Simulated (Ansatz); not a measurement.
Start from Mo in the bcc (W type) structure (space group Im-3m, No. 229).

```yaml
crystal:
  lattice:
    - [-1.58038, 1.58038, 1.58038]
    - [1.58038, -1.58038, 1.58038]
    - [1.58038, 1.58038, -1.58038]
  atoms:
    - { symbol: Mo, position: [0.00000, 0.00000, 0.00000] }
```

All numbers come from DFT with PBE, PAW potentials and a 420 eV plane-wave cutoff in Ansatz (an electronic-structure program), without spin-orbit coupling, earlier PAW set.

Base values:

```
Property               Value
-------------------  -------
Lattice parameter a  3.161 Å
```

The change: every Mo is replaced by Cr; the structure is relaxed again.

### Question
Predict the new lattice parameter a.

### Answer
The lattice parameter a falls by 0.313 Å (3.161 Å → 2.848 Å).

Whether these cells are dynamically stable was not tested. Seeded moments were not kept for Mo → Cr. The final runs are not spin-polarised. Real Cr is antiferromagnetic at low temperature and ambient pressure, an order that this cell doesn't hold.
